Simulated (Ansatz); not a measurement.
Consider SnTe in the rock salt structure (space group Fm-3m, No. 225; a = 6.370 Å). Axes: x, y, z lie along the cube axes.

Computed with r2SCAN/PAW in Ansatz (a first-principles code), spin-orbit coupling left out.

Strains are applied to the cell and any free atomic positions relax.

One change was made to it. Results:

```tsv
quantity	base	after
band gap	0.13 eV	0.14 eV
energy relative to the base (free energy F)	0 meV/atom	+0.3 meV/atom
```

Task: Which change produced these results?
(A) uniaxial strain ε_zz = +2.00 %
(B) uniaxial strain ε_zz = +1.50 %
(C) uniaxial strain ε_zz = +0.50 %
(D) uniaxial strain ε_zz = +2.50 %

Result: C, uniaxial strain ε_zz = +0.50 %. For comparison, the energy relative to the base in the other runs: uniaxial strain ε_zz = +1.50 % gives +2.7 meV/atom; uniaxial strain ε_zz = +2.50 % gives +7.2 meV/atom; uniaxial strain ε_zz = +2.00 % gives +4.7 meV/atom.

With Te present, leaving out spin-orbit coupling can change the band edges. Stability against distortions was not tested. A zero or small gap of SnTe can be the functional's error rather than a property of the material.
